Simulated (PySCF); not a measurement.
PySCF 2.14.0, R2SCAN/def2-svp, df: B(H)(Me)(NHiPr) (CBNC(C)C), 18 atoms. The geometry is a generated start, not checked to be a minimum at this level.

```json
{
  "task": "energy",
  "method": "r2scan",
  "basis": "def2-svp",
  "two_electron_scheme": "density fitting",
  "mol.max_memory": "3000 MB",
  "mf.max_cycle": "100",
  "mf.init_guess": "minao (default)",
  "mf.DIIS": "CDIIS (default)",
  "mf.diis_space": "8 (default)",
  "mf.conv_tol": "1e-09 (default)",
  "mf.grids.level": "3 (default)",
  "basis_functions": "144",
  "grid_points": "202120"
}
```

```xyz
18

B      0.2519    -0.0041     1.5549
H     -0.0604    -1.0831     1.8819
C      0.5107     1.1399     2.6303
H      1.2908     1.8350     2.3234
H      0.7807     0.7469     3.6069
H     -0.3996     1.7249     2.7689
N      0.3901     0.3160     0.2177
C      0.2279    -0.4887    -0.9854
C     -0.8907    -1.5175    -0.8360
C     -0.0617     0.4317    -2.1702
H      0.6938     1.2528    -0.0118
H      1.1707    -1.0267    -1.1836
H     -1.0257    -2.0542    -1.7718
H     -0.6525    -2.2343    -0.0575
H     -1.8218    -1.0204    -0.5726
H     -0.1581    -0.1450    -3.0847
H     -0.9883     0.9742    -2.0039
H      0.7423     1.1527    -2.3064
```

One run each on 2 threads, 1 BLAS thread. Values of level_shift (Hartree) tried: 0 (default), 0.1, 0.3, 1.

Task: How does the count of Fock builds change with level_shift (Hartree), and where is it least?

Result: Fewest Fock builds, within one of each other: 0 (default) with 12, 0.1 with 12, 0.3 with 13. The count rises to 38 at 1. All converge to one solution.

| level_shift (Hartree) | Fock builds | end |
|---|---|---|
| 0 (default) | 12 | same solution |
| 0.1 | 12 | same solution |
| 0.3 | 13 | same solution |
| 1 | 38 | same solution |
